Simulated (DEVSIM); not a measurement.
Structure: Ge n-p junction from an implanted or diffused profile, at 300 K.

| layer (left to right) | material | thickness (μm) | Na (cm⁻³) | τn (s) | τp (s) |
|---|---|---|---|---|---|
| 1 | Ge | 43.0 | 1.8e14 | 6.1e-5 | 6.1e-5 |

Added donor profile: 1.7e17 cm⁻³ × exp(−(x − 0 μm)²/(2·(0.023 μm)²)). Left contact: ohmic. Right contact: ohmic. Voltage is applied to the left contact. Recombination: SRH at mid-gap, radiative. Mobility is constant in doping.

The device is made up for the run: typed textbook-type constants, with dimensions and the other settings drawn at random. Values at 300 K.

| parameter | Ge |
|---|---|
| gap (eV) | 0.664 |
| affinity (eV) | 4 |
| permittivity | 16 |
| Nc (cm⁻³) | 1.04e19 |
| Nv (cm⁻³) | 6e18 |
| μn (cm²/Vs) | 3900 |
| μp (cm²/Vs) | 1900 |
| B (cm³/s) | 6.4e-14 |

DEVSIM, 1D drift-diffusion, Boltzmann statistics, complete ionisation; no tunnelling, impact ionisation, image-force lowering or self-heating.

**Question.** Give the dark forward current.

**Answer.** 
```json
[
 {"V (V)": "-0.05", "J (A/cm²)": "-0.085"},
 {"V (V)": "-0.10", "J (A/cm²)": "-0.47"},
 {"V (V)": "-0.15", "J (A/cm²)": "-1.6"},
 {"V (V)": "-0.20", "J (A/cm²)": "-3.7"},
 {"V (V)": "-0.25", "J (A/cm²)": "-6.9"},
 {"V (V)": "-0.30", "J (A/cm²)": "-12"},
 {"V (V)": "-0.35", "J (A/cm²)": "-17"},
 {"V (V)": "-0.40", "J (A/cm²)": "-25"},
 {"V (V)": "-0.45", "J (A/cm²)": "-33"},
 {"V (V)": "-0.50", "J (A/cm²)": "-43"},
 {"V (V)": "-0.55", "J (A/cm²)": "-55"},
 {"V (V)": "-0.60", "J (A/cm²)": "-67"},
 {"V (V)": "-0.65", "J (A/cm²)": "-81"},
 {"V (V)": "-0.70", "J (A/cm²)": "-96"},
 {"V (V)": "-0.75", "J (A/cm²)": "-110"},
 {"V (V)": "-0.80", "J (A/cm²)": "-130"},
 {"V (V)": "-0.85", "J (A/cm²)": "-150"},
 {"V (V)": "-0.90", "J (A/cm²)": "-170"},
 {"V (V)": "-0.95", "J (A/cm²)": "-190"},
 {"V (V)": "-1.00", "J (A/cm²)": "-210"},
 {"V (V)": "-1.05", "J (A/cm²)": "-230"},
 {"V (V)": "-1.10", "J (A/cm²)": "-250"},
 {"V (V)": "-1.15", "J (A/cm²)": "-270"}
]
```
